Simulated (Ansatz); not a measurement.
## PbI2: pressure series

Start from PbI₂ in the CdI2 type structure (space group P-3m1, No. 164; a = 4.5590 Å, c = 6.9727 Å).

Cell and atoms are relaxed at each pressure.

All numbers come from PBE-D3(BJ) in Ansatz (plane waves to 420 eV, PAW, no spin-orbit coupling).

Candidates:
(a) pressure 4.5 GPa
(b) pressure 9 GPa
(c) pressure 0.9 GPa

Before the change:

The band gap is 2.18 eV.

Q: Order them by band gap, lowest first.

A: (b) pressure 9 GPa (0.81 eV), (a) pressure 4.5 GPa (1.86 eV), (c) pressure 0.9 GPa (2.08 eV)

With I and Pb present, leaving out spin-orbit coupling can change the band edges. Load acts through the strain it causes; cell and atoms are relaxed under it. Whether these cells are dynamically stable was not tested. No other phases were tried under pressure.

Ansatz is an electronic-structure program.
